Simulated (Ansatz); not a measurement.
Base system: TiTe₂ in the CdI2 type structure (space group P-3m1, No. 164; a = 3.782 Å, c = 6.613 Å; layered, stacked along the Cartesian z axis; relaxed with 0.1 eV smearing).

Calculations: r2SCAN+rVV10/PAW in Ansatz (a quantum-chemistry and plane-wave program), no spin-orbit coupling, earlier PAW set.

For the base:

The pressure comes out as 0.0 GPa and the band gap is zero.

The change: the cell is scaled by 0.9664 in all directions; the atoms relax in the strained cell.

Question: How does this affect the energy relative to the base?

Answer: The energy increases by 34 meV/atom.

Question: Predict the new largest internal atomic displacement.

Answer: The largest internal atomic displacement comes out as 0.085 Å.

Question: How does this affect the pressure?

Answer: The pressure (mean of the normal stresses, compression positive) goes from zero to 4.6 GPa.

Question: How does this affect the band gap?

Answer: The band gap stays zero.

No phonon test of stability was made. The final runs are not spin-polarised.
